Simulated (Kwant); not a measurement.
Device: six-terminal Hall bar in a ZnO two-dimensional gas. Effective mass 0.3 mₑ, grid spacing 12 nm, hard walls, nominal width 300 nm (25 grid rows, so walls 312 nm apart), one parabolic valley, scattering region 780 nm long along x; energies count from the band bottom; Fermi energy swept from 8.05e-05 to 0.000644 eV. Four side probes 150 nm wide, two on each edge; current runs along x; the sign of the Hall resistance is a convention. Perpendicular field 0.38 T, also in the leads; orbital effect alone.

Constants are typed, rounded textbook-type inputs, not results; the design itself was drawn at random and stands for no fabricated device.

Computed with Kwant: effective-mass tight-binding model on a square grid, one spin, coherent transport at 0 K. Resistances are in h/e².

**Question.** How many Landau levels lie under the Fermi energy, and what Hall resistance follows, at 0.157 meV and 0.380 T; 0.252 meV and 0.380 T; 0.300 meV and 0.380 T; 0.587 meV and 0.380 T?

**Answer.** ħωc = ħeB/m = 0.386 meV a tesla; levels lie at (n + ½)ħωc. E/ħωc = 1.07 gives 1 level and h/(1e²) = 1.000; simulated 1.000. E/ħωc = 1.72 gives 2 levels and h/(2e²) = 0.500; simulated 0.500. E/ħωc = 2.05 gives 2 levels and h/(2e²) = 0.500; simulated 0.500. E/ħωc = 4.00 gives 4 levels and h/(4e²) = 0.250; simulated 0.250.
